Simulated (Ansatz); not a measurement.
The starting structures come from a database of crystals and need not be the phases stable at ambient conditions.

 Where the default PAW files enter, the runs use the earlier of Ansatz's two default sets.

Consider the following.

```
CELL_PARAMETERS angstrom
      5.70294     0.00000     0.00000
     -1.38476     5.53227     0.00000
      1.98101     2.53798     6.79352
ATOMIC_POSITIONS crystal
  Na 0.67590 0.32410 0.25000
  Na 0.32410 0.67590 0.75000
  Ta 0.00000 0.00000 0.50000
  Ta 0.00000 0.00000 0.00000
  Ge 0.68006 0.31994 0.75000
  Ge 0.31994 0.68006 0.25000
  O  0.06343 0.93657 0.75000
  O  0.93657 0.06343 0.25000
  O  0.29742 0.88098 0.39356
  O  0.70258 0.11902 0.60644
  O  0.11902 0.70258 0.10644
  O  0.88098 0.29742 0.89356
  O  0.75460 0.64014 0.59502
  O  0.24540 0.35986 0.40498
  O  0.35986 0.24540 0.90498
  O  0.64014 0.75460 0.09502
```

Space group of this cell: C2/c. The cell is taken as given; by r2SCAN its mean pressure is -5.8 GPa.

Transport runs along the normal of the first two printed cell vectors.

The gap is the functional's own. No spin-orbit coupling. Mid-gap values are interpolated on the energy grid.

### Question
State the band gap and the smallest decay constant κ at mid-gap according to r2SCAN (Ansatz, an electronic-structure program).

### Answer
Gap 3.88 eV on a 6×6×6 mesh; κ = 0.321 1/Å, at the zone centre.
